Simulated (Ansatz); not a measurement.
Defect: interstitial O in monoclinic HfO2, charge state -2. Level of theory: PBE, PAW (plane waves to 420 eV; Ansatz, a first-principles code).

Settings: 96 host sites, the relaxed PBE lattice, the Γ point alone, smearing 0.01 eV, spin-restricted, no image-charge correction. Energies are static. Spin-orbit coupling is left out. The charge state is imposed; whether it is stable for some Fermi level was not computed. Sites that were not tried may lie lower.

Barriers: single points on a 2×2×2 k-point mesh shifted by half a step at the bands' geometries.

The step: a concerted move, in which O travels most. Atoms about the jump, Cartesian Å from the middle of the jump, before and after:

```
atom     x0     y0     z0     x1     y1     z1
----  -----  -----  -----  -----  -----  -----
O1    -0.47  -0.33  -0.53   0.47   0.33   0.53
Hf2   -1.53  -0.23   1.35  -1.34  -0.06   1.46
Hf3    1.34   0.06  -1.46   1.53   0.23  -1.35
O4    -0.65  -2.10   1.08  -0.61  -1.93   0.89
O5     0.61   1.93  -0.89   0.65   2.10  -1.08
O6     0.27  -1.51  -2.42  -0.10  -0.94  -1.83
O7     0.10   0.94   1.83  -0.27   1.51   2.42
O8     2.30  -1.31  -0.10   2.39  -1.32  -0.09
O9    -2.39   1.32   0.09  -2.30   1.31   0.10
Hf10  -1.11  -2.29  -1.07  -1.27  -2.42  -1.08
Hf11   1.27   2.42   1.08   1.11   2.29   1.07
O12    2.81   1.25   0.17   2.88   1.30   0.17
O13   -2.88  -1.30  -0.17  -2.81  -1.25  -0.17
```

Q: Predict the transition state.

A: 
```json
[
 {"atom": "O1", "x": "0.02", "y": "-0.04", "z": "0.01"},
 {"atom": "Hf2", "x": "-1.42", "y": "-0.19", "z": "1.39"},
 {"atom": "Hf3", "x": "1.42", "y": "0.16", "z": "-1.40"},
 {"atom": "O4", "x": "-0.72", "y": "-2.15", "z": "1.03"},
 {"atom": "O5", "x": "0.69", "y": "2.10", "z": "-1.02"},
 {"atom": "O6", "x": "0.05", "y": "-1.24", "z": "-2.16"},
 {"atom": "O7", "x": "-0.06", "y": "1.24", "z": "2.15"},
 {"atom": "O8", "x": "2.39", "y": "-1.33", "z": "-0.10"},
 {"atom": "O9", "x": "-2.38", "y": "1.30", "z": "0.09"},
 {"atom": "Hf10", "x": "-1.22", "y": "-2.42", "z": "-1.08"},
 {"atom": "Hf11", "x": "1.21", "y": "2.40", "z": "1.08"},
 {"atom": "O12", "x": "2.78", "y": "1.25", "z": "0.18"},
 {"atom": "O13", "x": "-2.79", "y": "-1.27", "z": "-0.19"}
]
```
It lies 0.54 eV above the start and 0.54 eV above the end. The saddle point's order was not checked.
